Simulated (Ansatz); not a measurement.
Structure of amorphous In24O37Sr (periodic cell):

```xyz
62
Lattice="9.6777 -0.2321 -0.1178 -0.2321 9.4026 0.1454 -0.1178 0.1454 9.7269" Properties=species:S:1:pos:R:3 pbc="T T T"
In     1.9829     9.0099     3.7571
In     5.8413     0.5983     5.0998
In     8.1682     0.5571     2.2317
In     4.3766     8.7924     1.2661
In     0.1156     7.3812     7.5447
In     0.9749     3.2426     2.3813
In     1.2938     0.4913     0.3296
In     8.0889     7.4065     0.4231
In     4.3352     6.4300     4.1060
In     8.3762     0.4411     7.7377
In     7.5805     7.2747     4.4298
In     3.1855     5.8310     7.3300
In     2.8975     0.5003     7.2089
In    -0.0165     1.5878     4.9935
In     0.3256     3.7038     7.9939
In     2.9333     2.9983     5.1883
In     7.2740     4.1819     3.2872
In     5.6048     7.8489     7.6374
In     3.2625     3.0161     9.2224
In     4.8806     2.2466     2.5746
In     1.8525     6.3682     1.1967
In     0.6395     5.7348     4.7273
In     7.0773     2.7590     0.2340
In     5.0515     5.5760     0.4181
O      1.3392     2.6693     0.2881
O      6.3784     0.4858     7.2161
O      8.1142     3.9138     8.5862
O      3.0865     3.1238     2.9734
O      8.2153     7.8466     2.4283
O      0.7141     5.3314     2.5719
O      3.3336     0.8398     9.4527
O      7.7986     7.6938     7.9482
O      2.3850     7.0591     4.4833
O      0.1175     6.8953     9.6393
O      4.3322     0.1772     3.1825
O      0.6552     9.4262     8.1083
O      1.8979     0.7986     5.3002
O      1.9517     8.4770     1.6907
O      1.0608     5.5444     6.9943
O      8.7918     0.2477     0.1240
O      2.2143     2.9105     7.3765
O      3.9525     4.8548     5.5824
O      5.2385     3.1817     8.7804
O      6.2033     6.0288     3.3418
O      8.4091     2.7891     2.0569
O      4.3039     1.6716     6.0870
O      6.1969     1.0453     1.3369
O      8.8423     2.1248     6.6293
O      3.4010     7.9375     7.6034
O      5.2691     5.7948     7.9784
O      5.6288     7.8038     5.3865
O      2.8994     5.2074     9.4735
O      8.2187     5.0829     4.9057
O      0.6358     1.0970     2.8552
O      5.8952     4.0027     1.5578
O      7.8628     0.2744     4.3521
O     -0.1716     7.7176     5.4505
O      6.0958     2.6616     4.2557
O      3.8910     6.6862     1.8749
O      0.9111     3.5114     4.6344
O      5.8983     7.6039     0.2078
Sr     6.2865     3.7912     6.6935
```

These are PBE, scalar-relativistic without spin-orbit coupling (plane waves to 420 eV, PAW; Ansatz, a program for electronic structure) values and carry that method's errors.

The cell was made by melting and quenching with the CHGNet potential and then relaxed with DFT. O atoms were pushed apart under 1.9 Å during the dynamics, to hinder bonds among them. The hot cell started wider than the set density and was brought back towards it in steps. It is the lowest in DFT energy of 2 quenches. It is a model cell: composition and starting density were chosen by hand, and all elements were melted together. No dispersion term was used. Its density started from a set value of 6.45 and ended at 6.45 g/cm³. The simulated quench (nominally 220 K/ps over its main leg) is rapid and tends to freeze in more defects than a deposited or slowly cooled glass has. Values belong to this one cell and scatter from quench to quench. The volume was held where the preparation left it and the shape relaxed, at a PBE pressure of 1.1 GPa. Stress components on the final sampling reach 1.1 GPa.

Bonds are counted up to In-In 3.12 Å, In-O 2.70 Å, In-Sr 3.65 Å, O-O 1.58 Å, O-Sr 3.13 Å, Sr-Sr 4.18 Å. Two cations that share two anions don't count as bonded, nor two that share one unless they lie closer than In-In 3.04 Å, In-Sr 3.55 Å, Sr-Sr 4.07 Å.

Task: Give the coordination numbers, mean bond lengths and angles.

Result: 
- Mean coordination of In by anions = 5.42 (14 with 5, 10 with 6)
- Mean coordination of O = 3.73 (11 with 3, 25 with 4, 1 with 5)
- Mean coordination of Sr by anions = 8.00 (1 with 8)
- Mean In-O bond = 2.197 Å (spread 0.097 Å, 130 counted)
- Mean O-Sr bond = 2.759 Å (spread 0.202 Å, 8 counted)
- Bond angle at In = mean 105.0°, spread 28.5°
- Bond angle at O = mean 109.7°, spread 16.8°
- Bond angle at Sr = mean 100.1°, spread 31.3°

Task: List the pairs of like atoms that count as bonded by the rules above.

Result: There are none by these rules.
